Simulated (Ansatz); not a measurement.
# ZnCu2SnSe4 under a change: biaxial strain +0.45 %, plane normal [001], relaxed out of plane

Take ZnCu2SnSe4 (space group I-4, No. 82; a = 5.764 Å, c = 11.526 Å) as the base. Axes: x, y, z lie along a, b, c of the conventional cell.

One thing is altered: tensile biaxial strain of 0.45 % in the plane normal to [001], as in epitaxy on a mismatched substrate; the out-of-plane cell vector and the atoms relax.

All numbers come from Kohn–Sham DFT with the PBE functional, run in Ansatz (a first-principles code) with PAW and 420 eV plane waves, no SOC. k-mesh 8×8×8 (Γ-centred); smearing 0.05 eV (Fermi–Dirac).

* **Volume per atom**: 24.01 Å³ (base 23.93 Å³)
* **Space group**: I-4 (No. 82) (base I-4 (No. 82))
* **Shortest interatomic distance**: 2.436 Å (base 2.433 Å)
* **Energy relative to the base (free energy F)**: +0.2 meV/atom
* **Pressure (mean of the normal stresses, compression positive)**: -0.2 GPa (base 0.0 GPa)
* **Band gap**: zero (base zero)
* **Out-of-plane strain**: -0.55 % (rough)
* **Mean in-plane stress (compression positive)**: -0.3 GPa (rough)

Without a gap, meshes like the base's 8×8×8 leave anisotropic stresses uncertain by several tenths of a GPa, and small strain energies with them. No phonon test of stability was made. All final runs are without spin polarisation. Gaps under 0.05 eV, about the width of the smearing, are given as zero. A zero or small gap of ZnCu2SnSe4 can be the functional's error rather than a property of the material.
